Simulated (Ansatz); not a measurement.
## CuCl: pressure series

The reference is CuCl in the wurtzite structure (space group P6_3mc, No. 186; a = 3.7164 Å, c = 6.1840 Å).

Cell and atoms are relaxed at each pressure.

Calculations: PBEsol (Ansatz, a first-principles code, PAW, spin-orbit coupling left out).

Notes on the quantities. enthalpy: H = E + PV relative to the base's energy.

```tsv
change	band gap	enthalpy	electron mass
base	0.60 eV	–	0.19 mₑ along c, 0.22 mₑ across (at Γ)
pressure −2 GPa	0.52 eV	-0.23 eV/atom	0.19 mₑ along c, 0.21 mₑ across (at Γ)
pressure −1 GPa	0.56 eV	-0.12 eV/atom	0.19 mₑ along c, 0.22 mₑ across (at Γ)
pressure 0.3 GPa	0.61 eV	+0.03 eV/atom	0.19 mₑ along c, 0.22 mₑ across (at Γ)
pressure 0.7 GPa	0.62 eV	+0.08 eV/atom	0.19 mₑ along c, 0.22 mₑ across (at Γ)
pressure 1.5 GPa	0.65 eV	+0.17 eV/atom	0.19 mₑ along c, 0.23 mₑ across (at Γ)
pressure 3 GPa	0.70 eV	+0.34 eV/atom	0.19 mₑ along c, 0.23 mₑ across (at Γ)
pressure 5 GPa	0.77 eV	+0.56 eV/atom	0.19 mₑ along c, 0.24 mₑ across (at Γ)
pressure 7.5 GPa	___	+0.82 eV/atom	___
pressure 10 GPa	0.98 eV	+1.08 eV/atom	0.19 mₑ along c, 0.30 mₑ across (at Γ)
```

### Question
Complete the table.

### Answer

- pressure 7.5 GPa, band gap: 0.86 eV
- pressure 7.5 GPa, electron mass: 0.19 mₑ along c, 0.26 mₑ across (at Γ)

Load acts through the strain it causes; cell and atoms are relaxed under it. Effective masses come from finite differences of ±0.01 Å⁻¹. Whether these cells are dynamically stable was not tested. Tetrahedral semiconductors of this kind turn to denser phases somewhere between about 1 and 50 GPa; those were not computed, so compressed cells here can lie past the real transition. No Hubbard U is applied. The final runs are not spin-polarised. This is not the structure that CuCl has at room temperature and ambient pressure.
